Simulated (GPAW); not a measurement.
GPAW run on Sb (P-1, 2 atoms in the cell): self-consistent single point.

Method: LDA (Perdew-Wang 92), GPAW PAW datasets LDA (gpaw-data 1.0.1) (plane waves; GPAW).

```yaml
crystal:
  lattice:
    - [2.17706, 1.25693, 3.82988]
    - [-2.17706, 1.25693, 3.82988]
    - [0.00000, -2.51386, 3.82988]
  atoms:
    - { symbol: Sb, position: [0.27827, 0.27726, 0.26194] }
    - { symbol: Sb, position: [0.72173, 0.72274, 0.73806] }
```

Reference input (self-consistent single point, DFT LDA (Perdew-Wang 92), plane waves, GPAW PAW datasets LDA (gpaw-data 1.0.1)): mode = pw; ecut = 550 eV; xc = LDA; kpts = 5 5 5; mesh shift (steps) = 0 0 0; occupations.name = methfessel-paxton; occupations.width = 0.2 eV; occupations.order = 1; nbands = -6; convergence.forces = 0.001 eV/Å; symmetry.symmorphic = false; symmetry.tolerance = 0.0005. This run's input differs from it in these lines:

```diff
@@ -12,3 +12,3 @@
 
-calc = GPAW(mode=PW(550),
+calc = GPAW(mode=PW(385),
             xc='LDA',
```

Output, abridged:

```
     iter     time        total  log10-change:
                         energy   eigst   dens  force
iter:   1 --:--:--    -9.820588
iter:   2 --:--:--    -9.861379   -0.80  -1.68
iter:   3 --:--:--    -9.861417   -1.85  -1.69
iter:   4 --:--:--    -9.842817   -2.45  -1.74
iter:   5 --:--:--    -9.842895   -3.53  -2.94
iter:   6 --:--:--    -9.843330c  -4.24  -2.91
iter:   7 --:--:--    -9.842135c  -4.28  -2.86
iter:   8 --:--:--    -9.842255c  -5.48  -3.20
iter:   9 --:--:--    -9.842107c  -4.75  -3.19
iter:  10 --:--:--    -9.842078c  -6.11  -3.72
iter:  11 --:--:--    -9.842074c  -6.07  -3.90
iter:  12 --:--:--    -9.842079c  -6.60  -4.17c
iter:  13 --:--:--    -9.842074c  -6.94  -4.18c
iter:  14 --:--:--    -9.842073c  -7.49c -4.61c
iter:  15 --:--:--    -9.842073c  -8.33c -4.80c -3.01c
Converged after 15 iterations.

Dipole moment: (0.000000, -0.000000, -0.000000) |e|*Ang

Energy contributions relative to reference atoms: (reference = -352264.872612)

Kinetic:         +4.545450
Potential:       -5.850331
External:        +0.000000
XC:              -9.020064
Entropy (-ST):   +0.000963
Local:           +0.482229
SIC:             +0.000000
--------------------------
Free energy:     -9.841752
Extrapolated:    -9.842073

Showing only first 2 kpts
 Kpt  Band  Eigenvalues  Occupancy
  0    13      4.38286    2.00000
  0    14      4.43264    2.00000
  0    15      7.66028   -0.00000
  0    16      8.39945   -0.00000

  1    13      4.24658    2.00000
  1    14      4.88250    2.00000
  1    15      7.50945   -0.00000
  1    16      7.97407   -0.00000

Fermi level: 6.16879

Gap: 0.239 eV
Transition (v -> c):
   [... lines left out ...]
Direct/indirect transitions are different
Direct gap: 0.605 eV
Transition at: (s=0, k=32, n=14, [0.20, 0.20, 0.40])
Energy (eV): -9.842073

Forces in eV/Ang:
  0 Sb   -0.01246   -0.29114   -0.42072
  1 Sb    0.01246    0.29114    0.42072

Stress tensor:
     0.042098     0.000156    -0.000349
     0.000156     0.033076    -0.007500
    -0.000349    -0.007500     0.038961
Stress (GPa, Voigt): [ 6.7449  5.2994  6.2422 -1.2017 -0.0559  0.025 ]
```

The run converged in 15 iterations. GPAW prints stress with tension positive. Against the reference run the free energy rises by 179 meV/atom, the pressure goes from -1.84 to -6.10 GPa and the largest force moves little (0.511 to 0.512 eV/Å).

The starting cell comes from a database of computed structures (which also holds hypothetical and non-ambient phases and stackings), without a prior relaxation at this level. Its atoms were displaced at random from the sites of space group no. 166. Spin-orbit coupling is off. The log's line on a gap gives a spacing of levels on this mesh, which the program prints for metals too.

Cost on one core of a shared machine: roughly 90 s.
